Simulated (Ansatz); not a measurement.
Terminations of the (100) surface of fcc Ag, measured from the surface 'clean 1x1'. Atoms come from or go to: Ag: fcc Ag, Al: fcc Al, Au: fcc Au, Ir: fcc Ir, Nb: bcc Nb, Pt: fcc Pt, Sc: hcp Sc, Si: silicon, Sn: beta tin, Ta: bcc Ta, Ti: hcp Ti. ΔE is the energy of forming the row's surface from that one (negative: more stable at these reservoirs); the vacuum level's shift is aligned on the shared bottom. No zero-point or thermal terms. These are constructed structures in small cells; real faces may alloy, dewet or reconstruct in larger ones, and not all known structures of the face are among them. Slabs of about 10 Å with all that they carry, Fermi-Dirac smearing of 0.1 eV. Bottom of the slabs: a bare face, its two planes held. Relaxed from the named starts with such symmetry as they have, on meshes of like density; energies extrapolated to zero smearing; no spin-orbit coupling, no U. Spin-polarised runs, if any, are marked in brackets, and their order is one that fits the cell; the others ran without spin. A dash marks a value that is undefined for that row (no clear gap, or no work function of a gapped slab) or was not read reliably on its mesh.

These are PBE (plane waves to 420 eV, PAW; Ansatz, a first-principles code) values and carry that method's errors.

```
surface                                             atoms added per 1x1  ΔE per 1x1 (eV)  shift of the vacuum level (eV)  work function (eV)
--------------------------------------------------  -------------------  ---------------  ------------------------------  ------------------
a pseudomorphic layer of Ir in the host's stacking                +1 Ir             2.09                            1.43                5.69
a layer of Sn in place of the second plane                 -1 Ag, +1 Sn             0.25                            0.34                4.62
a layer of Ti in place of the second plane                 -1 Ag, +1 Ti                ?                           -0.31                3.83
a layer of Au in place of the second plane                 -1 Ag, +1 Au                ?                            0.09                4.34
one row in 4 of the top plane missing                          -0.25 Ag             0.06                           -0.07                4.19
a layer of Nb in place of the second plane                 -1 Ag, +1 Nb             0.71                           -0.40                3.85
a pseudomorphic layer of Sc in the host's stacking                +1 Sc             0.26                           -0.41                3.85
a pseudomorphic layer of Si in the host's stacking                +1 Si             0.63                            0.70                4.97
a pseudomorphic layer of Ta in the host's stacking                +1 Ta             1.74                            0.53                4.80
a pseudomorphic layer of Pt in the host's stacking                +1 Pt                ?                            1.44                5.71
a pseudomorphic layer of Al in the host's stacking                +1 Al                ?                            0.24                4.50
```

Q: Complete the blanks.

A: 
- a layer of Ti in place of the second plane, ΔE per 1x1 (eV): 0.18
- a layer of Au in place of the second plane, ΔE per 1x1 (eV): -0.09
- a pseudomorphic layer of Pt in the host's stacking, ΔE per 1x1 (eV): 0.66
- a pseudomorphic layer of Al in the host's stacking, ΔE per 1x1 (eV): 0.15
